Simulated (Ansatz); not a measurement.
# A computed series for BaTiO3: response to strain

Consider BaTiO3 in the cubic perovskite structure (space group Pm-3m, No. 221; a = 3.970 Å).

Strains are applied to the cell and any free atomic positions relax.

Calculations: PBEsol/PAW in Ansatz (a program for electronic structure), no spin-orbit coupling.

```json
[
 {"isotropic strain (%)": "0", "pressure (GPa)": "0.0"},
 {"isotropic strain (%)": "0.6", "pressure (GPa)": "?"},
 {"isotropic strain (%)": "1.2", "pressure (GPa)": "-6.0"},
 {"isotropic strain (%)": "1.8", "pressure (GPa)": "-8.6"},
 {"isotropic strain (%)": "2.4", "pressure (GPa)": "-10.9"},
 {"isotropic strain (%)": "3", "pressure (GPa)": "-13.1"}
]
```

### Question
Fit P = P₀ − Bδ + Cδ² with δ = (1 + ε)³ − 1 to the rows shown and predict the withheld row.

### Answer
Least squares on the printed values gives P₀ = 0.0 GPa, B = 178 GPa, C = 403 GPa (largest residual 0.1 GPa); this predicts -3.1 GPa, and the run gives -3.1 GPa, in agreement.

Stability against distortions was not tested. The final runs are not spin-polarised. Many cubic perovskites are stable only at high temperature; tilts and polar distortions were not tested. This is not the structure that BaTiO3 has at room temperature and ambient pressure.
